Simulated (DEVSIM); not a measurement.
Structure: illuminated Si n-on-p cell, one wavelength, with a back-surface field, at 300 K.

| layer (left to right) | material | thickness (μm) | Nd (cm⁻³) | Na (cm⁻³) | τn (s) | τp (s) | absorption coefficient (cm⁻¹) |
|---|---|---|---|---|---|---|---|
| 1 | Si | 0.450 | 1.3e18 | - | 6.8e-5 | 1.8e-6 | 67000 |
| 2 | Si | 42.0 | - | 2.8e15 | 0.00011 | 0.00011 | 67000 |
| 3 | Si | 0.440 | - | 1.8e18 | 0.00011 | 0.00011 | 67000 |

Left contact: ohmic, minority hole recombination velocity 5e5 cm/s. Right contact: ohmic, minority electron recombination velocity 6e6 cm/s. Voltage is applied to the left contact. Recombination: SRH at mid-gap, radiative, Auger. Light enters at the left, 3.5e16 photons cm⁻² s⁻¹, one pass, no reflection. Mobility is μmin + (μ − μmin)/(1 + (N/Nref)^α).

This is a model device: material constants are rounded textbook-type values typed into the input, and sizes, dopings and lifetimes were drawn at random. Values at 300 K.

```
parameter           Si
-------------  -------
gap (eV)         1.124
affinity (eV)     4.05
permittivity      11.7
Nc (cm⁻³)      2.86e19
Nv (cm⁻³)       3.1e19
μn (cm²/Vs)       1417
μp (cm²/Vs)        470
μn,min              52
μp,min              45
Nref,n          9.7e16
Nref,p          2.2e17
αn                0.68
αp                0.72
B (cm³/s)      4.7e-15
Cn (cm⁶/s)     2.8e-31
Cp (cm⁶/s)     9.9e-32
```

DEVSIM, 1D drift-diffusion, Boltzmann statistics, complete ionisation; no tunnelling, impact ionisation, image-force lowering or self-heating.

Task: Give the current under light (generator sign).

Result: 
```tsv
V (V)	J (mA/cm²)
0.00	2.30
0.06	2.30
0.14	2.30
0.22	2.30
0.30	2.30
0.38	2.29
0.40	2.29
0.42	2.27
0.44	2.24
0.46	2.17
0.48	2.01
0.50	1.67
0.52	0.942
0.54	-0.636
```
